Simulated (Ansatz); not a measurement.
The reference is ZnSe in the zinc blende structure (space group F-43m, No. 216; a = 5.7330 Å).

Method: PBE, PAW, 420 eV (Ansatz, a program for electronic structure; spin-orbit coupling left out).

For the base:

The pressure is 0.00 GPa, the gap character comes out as direct at Γ and the band gap is 1.15 eV.

Now apply this change: every lattice vector is shortened by 1.00 %, atoms relaxed at fixed cell.

Q: What happens to the pressure, gap character, band gap and energy relative to the base?

A: The pressure goes from zero to 1.82 GPa; the gap character remains direct at Γ; the band gap goes up by 0.12 eV, from 1.15 eV to 1.27 eV; the energy grows by 3.9 meV/atom.

The cells carry an imposed strain or load. Whether these cells are dynamically stable was not tested.
